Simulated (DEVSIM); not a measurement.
DEVSIM, 1D Poisson equation in equilibrium, Boltzmann statistics, complete ionisation; no quantum confinement or tunnelling. Metal contacts follow the ideal Schottky-Mott rule: no Fermi-level pinning, no interface dipoles.

System: Cr/HfO2/p-GaSb capacitor, at 250 K.

```csv
layer (left to right),material,thickness (nm),Na (cm⁻³)
1,HfO2,3.50,-
2,GaSb,8800,4.6e15
```

Metal gate on the left, work function 4.5 eV. Fixed charge at the semiconductor interface 6.9e10 cm⁻² (in units of +e); no interface traps.

Constants are typed, rounded textbook-type inputs, not results; the design itself was drawn at random and stands for no fabricated device. Values at 300 K; Nc and Nv go as T^1.5, mobilities as T to minus their exponent, the gap by Varshni's rule with the affinity fixed.

```tsv
parameter	HfO2	GaSb
gap (eV)	5.7	0.726
affinity (eV)	2.5	4.06
permittivity	22	15.7
Nc (cm⁻³)	-	2.1e17
Nv (cm⁻³)	-	1.8e19
Varshni α (eV/K)	-	0.00042
Varshni β (K)	-	140
```

One input was changed, with this effect: flat-band voltage -0.13 → 0.17 V; threshold voltage (band bending 2φF) 0.37 → 0.67 V; minimum of the low-frequency capacitance little changed (0.0368 μF/cm²).

Task: Which change was it?
A) gate work function 4.5 → 4.8 eV
B) fixed charge 6.9e+10 → 3.819e+12 cm^-2
C) substrate doping 4.6e+15 → 4.6e+14 cm^-3
D) interface trap density 0 → 2e+12 cm^-2 eV^-1
E) temperature 250 → 350 K

Result: A, gate work function 4.5 → 4.8 eV
